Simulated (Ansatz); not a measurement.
Ansatz (an electronic-structure program) run on S4I4Re3Cs3 (Fm-3m, 28 atoms in the cell): self-consistent single point

Method of the run: LDA (PW92), default PAW files made with PBE (plane waves; Ansatz).

Input as run:

Ansatz 0.2 input:
```yaml
# Cs3Re3(SI)4
crystal:
  lattice:
    - [0.00000000, 7.86792900, 7.86792900]
    - [7.86792900, 0.00000000, 7.86792900]
    - [7.86792900, 7.86792900, 0.00000000]
  atoms:
    - { symbol: S, position_ang: [6.17947144, 6.17947144, 6.17947144] }
    - { symbol: S, position_ang: [9.55638656, 6.17947144, 6.17947144] }
    - { symbol: S, position_ang: [9.55638656, 9.55638656, 6.17947144] }
    - { symbol: S, position_ang: [6.17947144, 9.55638656, 6.17947144] }
    - { symbol: S, position_ang: [6.17947144, 9.55638656, 9.55638656] }
    - { symbol: S, position_ang: [9.55638656, 9.55638656, 9.55638656] }
    - { symbol: S, position_ang: [9.55638656, 6.17947144, 9.55638656] }
    - { symbol: S, position_ang: [6.17947144, 6.17947144, 9.55638656] }
    - { symbol: I, position_ang: [7.86792900, 3.27620564, 7.86792900] }
    - { symbol: I, position_ang: [12.45965236, 7.86792900, 7.86792900] }
    - { symbol: I, position_ang: [7.86792900, 12.45965236, 7.86792900] }
    - { symbol: I, position_ang: [3.27620564, 7.86792900, 7.86792900] }
    - { symbol: I, position_ang: [7.86792900, 7.86792900, 3.27620564] }
    - { symbol: I, position_ang: [7.86792900, 7.86792900, 12.45965236] }
    - { symbol: Re, position_ang: [7.86792900, 6.03627513, 7.86792900] }
    - { symbol: Re, position_ang: [9.69958287, 7.86792900, 7.86792900] }
    - { symbol: Re, position_ang: [7.86792900, 9.69958287, 7.86792900] }
    - { symbol: Re, position_ang: [6.03627513, 7.86792900, 7.86792900] }
    - { symbol: Re, position_ang: [7.86792900, 7.86792900, 6.03627513] }
    - { symbol: Re, position_ang: [7.86792900, 7.86792900, 9.69958287] }
    - { symbol: Cs, position_ang: [0.00000000, 3.93396450, 3.93396450] }
    - { symbol: Cs, position_ang: [3.93396450, 7.86792900, 3.93396450] }
    - { symbol: Cs, position_ang: [7.86792900, 3.93396450, 3.93396450] }
    - { symbol: Cs, position_ang: [3.93396450, 0.00000000, 3.93396450] }
    - { symbol: Cs, position_ang: [3.93396450, 3.93396450, 7.86792900] }
    - { symbol: Cs, position_ang: [3.93396450, 3.93396450, 0.00000000] }
    - { symbol: I, position_ang: [3.93396450, 3.93396450, 3.93396450] }
    - { symbol: I, position_ang: [11.80189350, 11.80189350, 11.80189350] }
basis:
  ecutwfc: 420.0
kpoints:
  mp_grid:
    grid: [2, 2, 2]
hamiltonian:
  xc: lda
  pseudopotentials:
    kind: paw
scf:
  occupations:
    method: methfessel_paxton
    width: 0.136
output:
  forces: true
  eigenvalues: true
  stress: true
```

Log, with long lists cut:

```
WARN ansatz: RAYON_NUM_THREADS=1 ignored (pool sized by the plan → 1); use --threads N
Pseudopotentials: kind: paw
Pseudopotential: S, paw, valence charge 6
Pseudopotential: I, paw, valence charge 17
Pseudopotential: Re, paw, valence charge 15
Pseudopotential: Cs, paw, valence charge 9
Crystal: 28 atoms, lattice volume = 974.117 Å³
Basis set: ecut = 420 eV, 19027 PW (Γ)
Bands: 197, of which v1, the nominal top of the filled ones, is band 164 counted from 1 (163 counted from 0)
Symmetry: 48 space group operations
Space group: Fm-3m (ITA 225), of the structure as read, at distance tolerance 9.9e-5 Å
k-points: 3 of 8
PAW frozen core: S, regenerated for the run's functional, and the local potential with it
PAW frozen core: I, regenerated for the run's functional, and the local potential with it
PAW frozen core: Re, regenerated for the run's functional, and the local potential with it
PAW frozen core: Cs, regenerated for the run's functional, and the local potential with it
Initial density: superposition of atomic densities (neutral atoms: chi_scale 0, normalization atom), corrected by the library's trained network
Initial wavefunctions: pseudopotential atomic-orbital guess
Eigensolver: davidson
Functional: x = slater, c = lda
SCF iter   1: F=—  HF=-162506.843551 eV  |F-HF|=—  |Δ(HF+E_count)|=         —  Δρ=7.42e-3  dr2=5.03e-1  ethr=1.77e-3  ⟨swp⟩=11.0  Hψ=2622  notcnv=0
all-band conjugate gradients solve this SCF's bands
preconditioner: auto → Resta (q_TF=auto, 2.276 Å⁻¹)
SCF iter   2: F=—  HF=-162506.758474 eV  |F-HF|=—  |Δ(HF+E_count)|=   8.51e-2  S|Δr|=    0.00e0  Δρ=3.64e-3  dr2=7.84e-2  ethr=1.53e-4  ⟨swp⟩=2.0  Hψ=835  notcnv=0
SCF iter   3: F=—  HF=-162506.745102 eV  |F-HF|=—  |Δ(HF+E_count)|=   1.34e-2  S|Δr|=    0.00e0  Δρ=1.73e-3  dr2=2.09e-2  ethr=2.39e-5  ⟨swp⟩=2.0  Hψ=798  notcnv=0
SCF iter   4: F=—  HF=-162506.742439 eV  |F-HF|=—  |Δ(HF+E_count)|=   2.66e-3  S|Δr|=    0.00e0  Δρ=2.71e-4  dr2=1.54e-3  ethr=6.38e-6  ⟨swp⟩=2.0  Hψ=691  notcnv=0
SCF iter   5: F=—  HF=-162506.742358 eV  |F-HF|=—  |Δ(HF+E_count)|=   8.18e-5  S|Δr|=    0.00e0  Δρ=7.95e-5  dr2=1.31e-4  ethr=4.71e-7  ⟨swp⟩=2.0  Hψ=816  notcnv=0
SCF iter   6: F=—  HF=-162506.742353 eV  |F-HF|=—  |Δ(HF+E_count)|=   4.69e-6  S|Δr|=    0.00e0  Δρ=2.90e-5  dr2=1.65e-5  ethr=4.00e-8  ⟨swp⟩=2.0  Hψ=990  notcnv=0
SCF iter   7: F=—  HF=-162506.743246 eV  |F-HF|=—  |Δ(HF+E_count)|=   8.94e-4  S|Δr|=    0.00e0  Δρ=8.99e-6  dr2=1.73e-6  ethr=5.04e-9  ⟨swp⟩=3.0  Hψ=1065  notcnv=0
SCF iter   8: F=—  HF=-162506.743247 eV  |F-HF|=—  |Δ(HF+E_count)|=   5.35e-7  S|Δr|=    0.00e0  Δρ=2.65e-6  dr2=1.28e-7  ethr=5.29e-10  ⟨swp⟩=2.0  Hψ=774  notcnv=0
SCF iter   9: F=-162506.743247 eV  HF=-162506.743247 eV  |F-HF|=1.66e-9  |Δ(HF+E_count)|=   7.18e-8  S|Δr|=    0.00e0  Δρ=6.20e-7  dr2=6.49e-9  ethr=3.05e-11  ⟨swp⟩=13.7  Hψ=3263  notcnv=0
SCF 1 converged in 9 iterations: F = -162506.743247 eV  dr2 = 6.49e-9
SCF converged after 9 iterations
Stability not checked (fill_not_monotonic)
Free energy (F): -162506.743247 eV
Harris-Foulkes:  -162506.743247 eV  (|F-HF|=1.66e-9)
Internal energy: -162506.743247 eV  (E = F + TS)
E sigma→0 (E₀):  -162506.743247 eV
Fermi energy:    6.387533 eV
Step filling:    the computed levels leave a gap of 2.4057 eV = 17.7 smearing widths
--- Per-component energies (eV) ---
  E_band       = -5397.582767
  E_kinetic    = 6503.342375
  E_local      = -44453.158682  (includes V_loc(G=0)·N_el)
  E_nonlocal   = 74.757619
  E_hartree    = 20620.972014
  E_xc         = -5238.018436
  E_vxc        = -4329.020567  (∫ρ·V_xc dr)
  E_paw        = -121661.921790  (= ΣΔE_a)
  E_vpaw       = -4435.446941  (= ΣTr[D̂ρ^β])
  E_aug_tail   = -0.000028  (compensation charges beyond the density's cutoff)
  E_ewald      = -18363.729414
  E_core_change = 11.013095  (= ΣΔE_core)
  E_smearing   = 0.000000  (= −TS)
  E_closure    = 0.000000  (closes the sum)
  Σ components = -162506.743247   (vs F -162506.743247, Δ=0.00e0)
--- Forces (eV/Å), atoms counted from 1 ---
  atom   1  S      0.01010441     0.01010441     0.01010441
  atom   2  S     -0.01010441     0.01010441     0.01010441
  atom   3  S     -0.01010441    -0.01010441     0.01010441
  atom   4  S      0.01010441    -0.01010441     0.01010441
  atom   5  S      0.01010441    -0.01010441    -0.01010441
  atom   6  S     -0.01010441    -0.01010441    -0.01010441
   [... 17 lines left out ...]
  atom  24  Cs    -0.00000000     0.00000000    -0.00000000
  atom  25  Cs    -0.00000000    -0.00000000     0.00000000
  atom  26  Cs    -0.00000000    -0.00000000    -0.00000000
  atom  27  I     -0.00000000    -0.00000000     0.00000000
  atom  28  I     -0.00000000     0.00000000    -0.00000000
  max |Σ_I F_I| component: 2.80e-17 eV/Å
--- Stress (GPa, compression-positive) ---
       -0.981788       0.000000       0.000000
        0.000000      -0.981788       0.000000
        0.000000       0.000000      -0.981788
  P = ⅓ Tr σ = -0.9818 GPa (-9.818 kbar)
  The stress holds the Pulay correction. Without it, at fixed plane waves, as pw.x and ABINIT print it: P = -1.0040 GPa
--- Band table (eV) ---
  k-point 0: bands = ["-74.5411", "-74.4552", "-74.4552", "-74.4552", "-74.4126", "-74.4126", "-38.6096", "-38.6088", "-38.6088", "-38.6088", "-38.6084", "-38.6084", "-38.5607", "-38.5607", "-38.5607", "-38.5607", "-38.5607", "-38.5607", "-38.5607", [...]
  k-point 1: bands = ["-74.5411", "-74.4552", "-74.4552", "-74.4552", "-74.4126", "-74.4126", "-38.6096", "-38.6088", "-38.6087", "-38.6087", "-38.6084", "-38.6084", "-38.5607", "-38.5607", "-38.5607", "-38.5607", "-38.5607", "-38.5607", "-38.5607", [...]
  k-point 2: bands = ["-74.5411", "-74.4552", "-74.4552", "-74.4552", "-74.4126", "-74.4126", "-38.6096", "-38.6088", "-38.6088", "-38.6088", "-38.6084", "-38.6084", "-38.5607", "-38.5607", "-38.5607", "-38.5607", "-38.5607", "-38.5607", "-38.5607", [...]
```

The run converged in 9 iterations.

The starting cell comes from a database of published, mostly measured structures (it also holds non-ambient and calculated ones), without a prior relaxation at this level. Its lattice was rescaled by a random factor within 2.5 % of one. Spin-orbit coupling is off. Ansatz's pressure includes its estimate of the finite-basis (Pulay) stress.

Cost on one core of a shared machine: roughly 50 s.
